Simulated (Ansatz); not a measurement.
The parent structure is P in the black-P type structure (space group Cmce, No. 64; a = 3.3022 Å, b = 10.6908 Å, c = 4.4667 Å; layered, stacked along the Cartesian y axis). Axes: x, y, z lie along a, b, c of the conventional cell.

The values are results of r2SCAN+rVV10 (Ansatz, an electronic-structure program; PAW; 500 eV plane waves; spin-orbit coupling left out), not measurements.

Modification: an isotropic linear strain of −2.06 %; the atoms relax in the strained cell.

### Question
Predict the stress tensor and what it implies for the stiffness.

### Answer
Stress of the strained cell less that of the base (GPa, compression positive):
```
    5.8     0.0     0.0
    0.0     1.3     0.0
    0.0     0.0     2.2
```

Then B = −ΔP/(ΔV/V₀) with ΔV/V₀ = -0.0605 gives secant stiffness values (nonlinear terms included at this strain): B (at held cell shape, above the free-shape value) ≈ 51 GPa.

As a check, the harmonic strain energy −½ V₀ Δσ:ε is 12 meV/atom; the computed energy rise is 11 meV/atom.

The mesh was chosen for an insulator and is coarse for the gapless case. No phonon test of stability was made.
